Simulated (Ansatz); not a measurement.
Consider ZnSe in the zinc blende structure (space group F-43m, No. 216).

```yaml
crystal:
  lattice:
    - [0.00000, 2.78375, 2.78375]
    - [2.78375, 0.00000, 2.78375]
    - [2.78375, 2.78375, 0.00000]
  atoms:
    - { symbol: Zn, position: [0.00000, 0.00000, 0.00000] }
    - { symbol: Se, position: [0.25000, 0.25000, 0.25000] }
```

Cartesian axes are those of the cell as printed.

Computed with plane-wave PAW DFT at the LDA level (Ansatz, a quantum-chemistry and plane-wave program, 420 eV), no spin-orbit coupling.

For the base:

* **Pressure**: 0.00 GPa
* **Valence-band top at Γ**: 0.00, 0.00, 0.00 eV

It is then changed as follows: biaxial strain +1.25 %, plane normal [111], relaxed out of plane (Cartesian); in-plane vectors clamped, the third vector and the atoms free.

Q: Estimate the effect on the pressure, out-of-plane strain and valence-band top at Γ.

A: The pressure (mean of the normal stresses, compression positive) goes from zero to -1.15 GPa; the out-of-plane strain comes out as -0.82 %; the valence-band top at Γ (three highest levels, from the VBM) goes from 0.00, 0.00, 0.00 eV to 0.00, -0.12, -0.12 eV.

The levels and masses belong to the bands next to the band gap. Stability against distortions was not tested.
